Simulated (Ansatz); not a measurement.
Consider SiO2 (space group P3_221, No. 154; a = 4.9490 Å, c = 5.4415 Å). Axes: x lies along a and z along c of the hexagonal cell.

Level of theory: PBEsol, PAW, 420 eV (Ansatz, a program for electronic structure; no spin-orbit coupling).

Before the change:

```
Property              Result
-------------------  -------
Smallest direct gap  6.03 eV
```

Now apply this change: uniaxial strain ε_zz = +1.50 %, all other strain components held at zero; the atoms relax in the strained cell.

Task: Estimate the effect on the stress and smallest direct gap.

Result: The stress (xx, yy, zz, yz, xz, xy; compression positive) amounts to (-0.09, -0.09, -1.34, 0.00, 0.00, 0.00) GPa; the smallest direct gap shrinks by 0.03 eV, from 6.03 eV to 6.00 eV.

Whether these cells are dynamically stable was not tested.
